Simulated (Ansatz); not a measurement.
System: interstitial Li in zinc-blende BAs (charge state +1). The step: one Li atom jumps by itself; the atom moves 2.09 Å along (-0.25, -0.25, 0.25) of the unit cell; the moving atom starts with neighbours 3 As at 2.46, 3 As at 2.47; 3 B at 2.12, B at 2.14 Å and ends with 3 As at 2.20, As at 2.20; 3 B at 2.42, 3 B at 2.43 Å. A PBE band in Ansatz (plane-wave PAW, one k-point at (0.250, 0.250, 0.250), 64 host sites, 27 SCF runs with any check of the saddle's order, static, no finite-size correction) gives a forward barrier of 1.33 eV. The saddle point's order was not checked, and it lies on a symmetry element of the cell, where a band can be held. The charge state is imposed; whether it is stable for some Fermi level was not computed. Sites that were not tried may lie lower.

Single points at the band's start and saddle point can refine it. Rough cost of one point, in units of the band's mean SCF on the same machine:

| Level | Cost of one point |
|---|---|
| PBE, a 2×2×2 k-point mesh shifted by half a step | about 2 |
| r2SCAN at 500 eV, one k-point at (0.250, 0.250, 0.250) | under 2 |

Task: Which of these move the barrier by more than 0.1 eV, and how far does each move it?

Result: Not one does. PBE, a 2×2×2 k-point mesh shifted by half a step: -0.01 eV; r2SCAN at 500 eV, one k-point at (0.250, 0.250, 0.250): +0.04 eV. Each functional is compared with PBE at the same k-points.

Ansatz is a quantum-chemistry and plane-wave program.
